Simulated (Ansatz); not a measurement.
Results of PBEsol (Ansatz, an electronic-structure program, PAW) for zinc-blende KI (model structure).

Settings: plane-wave cutoff 500 eV, 8×8×8 k mesh, gaussian smearing 0.02 eV, scalar-relativistic PAW data made under PBE.

Cell (relaxed at this level):

```cif
data_I4K4
_chemical_formula_sum 'K4 I4'
_space_group_name_H-M_alt 'F-43m'
_space_group_IT_number 216
_space_group_name_Hall 'F -4 2 3'
_cell_length_a 7.85152
_cell_length_b 7.85152
_cell_length_c 7.85152
_cell_angle_alpha 90.000
_cell_angle_beta 90.000
_cell_angle_gamma 90.000
loop_
_atom_site_label
_atom_site_type_symbol
_atom_site_symmetry_multiplicity
_atom_site_Wyckoff_symbol
_atom_site_fract_x
_atom_site_fract_y
_atom_site_fract_z
_atom_site_occupancy
K1 K 4 a 0.00000 0.00000 0.00000 1
I1 I 4 d 0.75000 0.75000 0.75000 1
```
(The calculation used a cell of 2 atoms; values per cell refer to that cell.)

What does this level give for the band gap?


- band gap = 3.97 eV (on the SCF k mesh)

Note: the relaxation could raise the start's symmetry but not lower it, so the cell can be a saddle point.

Spin–orbit coupling is not included; with these elements it can move the gap by several tenths of an eV or more.

Cost on a shared machine: very roughly 18 core-seconds.

A model structure was made by putting elements into a prototype or built by hand; it is no filed structure, need not be a known phase, and can be a saddle point held by its symmetry.
